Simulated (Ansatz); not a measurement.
# Effect of pressure −2 GPa on CsSnI3

The parent structure is CsSnI3 in the cubic perovskite structure (space group Pm-3m, No. 221; a = 6.131 Å).

Perturbation: a negative pressure, −2 GPa.

Method: Kohn–Sham DFT with the PBEsol functional, run in Ansatz (an electronic-structure program) with PAW and 420 eV plane waves, spin-orbit coupling left out. k-mesh 8×8×8 (Γ-centred); smearing 0.05 eV (Fermi–Dirac).

| quantity | base | changed | shift |
|---|---|---|---|
| volume per atom | 46.08 Å³ | 54.20 Å³ | +8.12 Å³ |
| density | 4.56 g/cm³ | 3.87 g/cm³ | -0.683 g/cm³ |
| lattice parameter a | 6.131 Å | 6.471 Å | +0.3409 Å |
| band gap | 0.10 eV | 0.76 eV | +0.66 eV |
| gap character | direct at R | direct at R | – |
| width of the top valence band | 2.44 eV | 1.49 eV | -0.95 eV |
| electron mass (degenerate bands, along [100]) | – | 0.054, 0.80, 0.80 mₑ (at R) | – |
| hole mass | – | 0.088 mₑ (at R) | – |

Cost of the whole job for the changed cell (relaxation, final SCF and bands): around 4 core-minutes (rough).

With I present, leaving out spin-orbit coupling can change the band edges. Load acts through the strain it causes; cell and atoms are relaxed under it. Effective masses come from finite differences of ±0.01 Å⁻¹. No phonon test of stability was made. Many cubic perovskites are stable only at high temperature; tilts and polar distortions were not tested. A zero or small gap of CsSnI3 can be the functional's error rather than a property of the material.
